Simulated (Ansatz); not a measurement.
## What Si → Ni does to Si

Base system: Si in the diamond structure (space group Fd-3m, No. 227; a = 5.444 Å).

Now apply this change: full substitution Si → Ni, then cell and atoms are relaxed.

Calculations: r2SCAN, PAW, 500 eV (Ansatz, an electronic-structure program; spin-orbit coupling left out), earlier PAW set. Settings: 16×16×16 k-points, 0.05 eV Fermi–Dirac smearing, for the changed cell.

| quantity | base | changed | shift |
|---|---|---|---|
| volume per atom | 20.17 Å³ | 15.87 Å³ | -4.30 Å³ |
| density | 2.31 g/cm³ | 6.14 g/cm³ | +3.83 g/cm³ |
| lattice parameter a | 5.444 Å | 5.026 Å | -0.418 Å |
| space group | Fd-3m (No. 227) | Fd-3m (No. 227) | – |
| shortest interatomic distance | 2.357 Å | 2.176 Å | -0.181 Å |
| band gap | 0.78 eV | zero | – |
| magnetic state | not spin-polarised | ferromagnetic | – |
| largest site moment | 0.00 μB | 0.92 μB | +0.92 μB |

Final structure:

```
CELL_PARAMETERS angstrom
      0.00000     2.51285     2.51285
      2.51285     0.00000     2.51285
      2.51285     2.51285     0.00000
ATOMIC_POSITIONS crystal
  Ni 0.50000 0.50000 0.50000
  Ni 0.75000 0.75000 0.75000
```

The magnetic state is the one reached from the starting moments; the real material's order can differ, and small cells can't hold many antiferromagnetic ones. Whether these cells are dynamically stable was not tested. As relaxed here, Ni is a hypothetical phase, not in the database extracts checked.
